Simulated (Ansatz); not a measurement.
## Short convergence ladders for Si (R-3, 8 atoms in the cell)

```yaml
crystal:
  lattice:
    - [4.72738, 2.72935, 1.88965]
    - [-4.72738, 2.72935, 1.88965]
    - [0.00000, -5.45870, 1.88965]
  atoms:
    - { symbol: Si, position: [0.01710, 0.71491, 0.51876] }
    - { symbol: Si, position: [0.98290, 0.28509, 0.48124] }
    - { symbol: Si, position: [0.51876, 0.01710, 0.71491] }
    - { symbol: Si, position: [0.48124, 0.98290, 0.28509] }
    - { symbol: Si, position: [0.71491, 0.51876, 0.01710] }
    - { symbol: Si, position: [0.28509, 0.48124, 0.98290] }
    - { symbol: Si, position: [0.71285, 0.71285, 0.71285] }
    - { symbol: Si, position: [0.28715, 0.28715, 0.28715] }
```

Base method: LDA (PW92), default PAW files made with PBE (plane waves; Ansatz, a first-principles code).

Base settings: basis.ecutwfc = 420 eV; kpoints.mp_grid.grid = 7 7 7; hamiltonian.xc = lda; hamiltonian.pseudopotentials = {kind: paw} (the program's default PAW files); scf.occupations.method = gaussian; scf.occupations.width = 0.1 eV.

Core times come from one kind of shared machine, to one figure; runs under 30 s give none.

**Zone-centre phonons against the cutoff**

In this ladder: phonons.method = dfpt.

The mesh stays at the base's, so the ladder's end is converged at best in this setting alone.

Frequencies are those of the unrelaxed cell, without the LO-TO term of polar crystals.

Only quantities that move along the ladder and can be compared are tabulated.

```tsv
basis.ecutwfc	highest zone-centre frequency (cm⁻¹)	lowest optical frequency (cm⁻¹)	core time / last (rough)
210 eV	465.2	125.7	0.2
295 eV	453.1	133.2	0.2
420 eV	454.4	132.9	0.4
505 eV	454.4	132.9	1
```

Coarsest basis.ecutwfc that holds the lowest optical frequency within 5 cm⁻¹ of the last step, with all finer ones: 295 eV, at about 0.2 of the last step's time; the step before is off by 7.1 cm⁻¹.

Coarsest basis.ecutwfc that holds the highest zone-centre frequency within 5 cm⁻¹ of the last step, with all finer ones: 295 eV, at about 0.2 of the last step's time; the step before is off by 11 cm⁻¹.

**The force threshold of a relaxation**

On Si (R3, 8 atoms in the cell): one atom moved by 0.15 angstrom.

In this ladder: relax = atoms.

The mesh stays at the base's, so the ladder's end is converged at best in this setting alone.

Only quantities that move along the ladder and can be compared are tabulated.

```csv
relax.f_tol,free energy less the last step's (meV/atom),largest force left (eV/Å),relaxation steps,core time / last (rough)
0.2 eV/Å,0.29,0.1648,3,0.5
0.05 eV/Å,0.00,0.0072,5,0.7
0.02 eV/Å,0.00,0.0072,5,0.7
0.001 eV/Å,0.00,0.0010,7,1
```

Coarsest relax.f_tol that holds the largest force left within 0.02 eV/Å of the last step, with all finer ones: 0.05 eV/Å; the step before is off by 0.16 eV/Å.

Coarsest relax.f_tol that holds the free energy within 0.2 meV/atom of the last step, with all finer ones: 0.05 eV/Å; the step before is off by 0.29 meV/atom.

On the base run: the starting cell comes from a database of computed structures (which also holds hypothetical and non-ambient phases and stackings), without a prior relaxation at this level. Its lattice was rescaled by up to half a per cent. In the base run, with a pressure of about -4 GPa the cell is away from its equilibrium volume at this level.

Keys are those of Ansatz 0.2.
